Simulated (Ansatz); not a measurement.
Response to strain in GaN

Consider GaN in the zinc blende structure (space group F-43m, No. 216; a = 4.498 Å).

Strains are applied to the cell and any free atomic positions relax.

All numbers come from PBEsol in Ansatz (plane waves to 420 eV, PAW, no spin-orbit coupling).

Candidates:
(a) isotropic strain −3.00 %
(b) isotropic strain −2.50 %
(c) isotropic strain −0.50 %
(d) isotropic strain −1.00 %
(e) isotropic strain +3.00 %

Notes on the quantities. energy relative to the base: free energy F.

Task: Order them by energy relative to the base, highest first.

Result: (a) isotropic strain −3.00 % (+60 meV/atom), (e) isotropic strain +3.00 % (+49 meV/atom), (b) isotropic strain −2.50 % (+41 meV/atom), (d) isotropic strain −1.00 % (+6.2 meV/atom), (c) isotropic strain −0.50 % (+1.5 meV/atom)

No phonon test of stability was made. This is not the structure that GaN has at room temperature and ambient pressure.

Ansatz is an electronic-structure program.
